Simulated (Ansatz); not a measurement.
One base run on C (P6_3/mmc, 12 atoms in the cell) and variants with one or two settings moved

```yaml
crystal:
  lattice:
    - [2.55829, 0.00000, 0.00000]
    - [-1.27914, 2.21554, 0.00000]
    - [0.00000, 0.00000, 12.61798]
  atoms:
    - { symbol: C, position: [0.66667, 0.33333, 0.35494] }
    - { symbol: C, position: [0.33333, 0.66667, 0.64506] }
    - { symbol: C, position: [0.33333, 0.66667, 0.85494] }
    - { symbol: C, position: [0.66667, 0.33333, 0.14506] }
    - { symbol: C, position: [0.66667, 0.33333, 0.02076] }
    - { symbol: C, position: [0.33333, 0.66667, 0.97924] }
    - { symbol: C, position: [0.33333, 0.66667, 0.52076] }
    - { symbol: C, position: [0.66667, 0.33333, 0.47924] }
    - { symbol: C, position: [0.00000, 0.00000, 0.68685] }
    - { symbol: C, position: [0.00000, 0.00000, 0.31315] }
    - { symbol: C, position: [0.00000, 0.00000, 0.18685] }
    - { symbol: C, position: [0.00000, 0.00000, 0.81315] }
```

Base run A: PBE0, default PAW files made with PBE in Ansatz (a program for electronic structure), self-consistent single point.

Its settings: basis.ecutwfc = 30.9 Ry; kpoints.mp_grid.grid = 8 8 1; hamiltonian.xc = pbe0; hamiltonian.pseudopotentials = {kind: paw} (the program's default PAW files); scf.occupations.method = fermi_dirac; scf.occupations.width = 0.0037 Ry.

The starting cell comes from a database of computed structures (which also holds hypothetical and non-ambient phases and stackings), without a prior relaxation at this level. Its lattice was rescaled by a random factor within 2.5 % of one. In the base run, with a pressure of about -28 GPa the cell is away from its equilibrium volume at this level. Ansatz's pressure includes its estimate of the finite-basis (Pulay) stress.

ΔF is the free energy per atom less that of run A. A dash stands where there is no value to compare (another energy zero or no entropy term, no result, no spin, no clean gap, or a mesh too coarse for one). Total energies depend on the potentials, the functional and any Hubbard or dispersion term, so they are compared only between runs that share all of them.

Run A gave: pressure (GPa) -27.96; largest force (eV/Å) 0.036.

Runs:
- B: hamiltonian.xc: pbe0 → pbe [PBE]
- C: hamiltonian.xc: pbe0 → hse06 [HSE06]
- D: scf.convergence.dr2_threshold: default (1e-07 eV) → 1e-05 eV
- E: scf.mixing.preconditioner: default (the program chose none) → kerker; scf.mixing.q_tf: default → 1.5
- F: basis.precision: default → f64
- G: scf.mixing.algorithm: default (the program chose MSR1) → anderson; scf.mixing.beta: default → 0.05
- H: scf.exx.singularity: default → gygi_baldereschi

### Question
What does run C change against A?

### Answer
The pressure goes from -27.96 to -27.85 GPa and the largest force moves little (0.036 to 0.039 eV/Å).

### Question
What does run B change against A?

### Answer
The pressure goes from -27.96 to -17.89 GPa and the largest force hardly changes (0.036 to 0.037 eV/Å).

| run | ΔF (meV/atom) | pressure (GPa) | largest force (eV/Å) |
|---|---|---|---|
| A | 0.00 | -27.96 | 0.036 |
| B | – | -17.89 | 0.037 |
| C | – | -27.85 | 0.039 |
| D | 0.00 | -27.96 | 0.036 |
| E | 0.00 | -27.96 | 0.036 |
| F | 0.00 | -27.96 | 0.036 |
| G | 0.00 | -27.96 | 0.036 |
| H | – | -28.01 | 0.039 |

Keys are those of Ansatz 0.2.
